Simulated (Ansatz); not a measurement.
Results of PBEsol+SOC in Ansatz (PAW) for Ba2InSbO6 (model structure, started from the Ba2BiTaO6 type, R-3, No. 148, 10 atoms in the cell).

Numerical settings: plane-wave cutoff 520 eV, 6×6×6 k mesh, Fermi–Dirac smearing 0.01 eV, PAW data made under PBE.

Cell (relaxed with PBEsol):

```
Ba2InO6Sb
1.0
    2.92691     1.68985     4.76451
   -2.92691     1.68985     4.76451
    0.00000    -3.37971     4.76451
Ba Sb In O
2 1 1 6
Cartesian
  0.00000   0.00000  10.71957
  0.00000   0.00000   3.57395
  0.00000   0.00000   7.14676
  0.00000   0.00000   0.00000
  1.47707   0.69243   5.99774
 -1.47707  -0.69243   8.29578
 -1.33819   0.93297   5.99774
  1.33819  -0.93297   8.29578
 -0.13888  -1.62540   5.99774
  0.13888   1.62540   8.29578
```

What does this level give for the band gap?


band gap: 1.14 eV (on the SCF k mesh)

Note: the relaxation could raise the start's symmetry but not lower it, so the cell can be a saddle point.

The computed numbers hold no vibrational or temperature effects.

It cost very roughly 5 core-minutes of CPU time.

A model structure was made by putting elements into a prototype or built by hand; it is no filed structure, need not be a known phase, and can be a saddle point held by its symmetry.

Ansatz is a quantum-chemistry and plane-wave program.
